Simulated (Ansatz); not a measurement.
# TiO2, response to strain

Consider TiO$_{2}$ in the anatase structure (space group I4_1/amd, No. 141; a = 3.7988 Å, c = 9.7007 Å). Axes: x, y, z lie along a, b, c of the conventional cell.

Strains are applied to the cell and any free atomic positions relax.

Method: PBE (Ansatz, a program for electronic structure), no spin-orbit coupling.

Notes on the quantities. pressure: mean of the normal stresses, compression positive.

```tsv
case	band gap	volume per atom	pressure	largest internal atomic displacement
base	2.13 eV	11.67 Å³	0.00 GPa	–
uniaxial strain ε_zz = +0.60 %	…	11.74 Å³	-0.94 GPa	–
uniaxial strain ε_zz = +1.20 %	2.15 eV	11.81 Å³	-1.85 GPa	0.014 Å
uniaxial strain ε_zz = +1.80 %	2.17 eV	11.88 Å³	-2.77 GPa	0.020 Å
uniaxial strain ε_zz = +2.40 %	2.18 eV	11.95 Å³	…	0.026 Å
uniaxial strain ε_zz = +3.00 %	2.19 eV	12.02 Å³	-4.54 GPa	0.032 Å
```

Task: What belongs in the blanks?

Result: 
- uniaxial strain ε_zz = +0.60 %, band gap: 2.14 eV
- uniaxial strain ε_zz = +2.40 %, pressure: -3.66 GPa

Stability against distortions was not tested. The final runs are not spin-polarised.
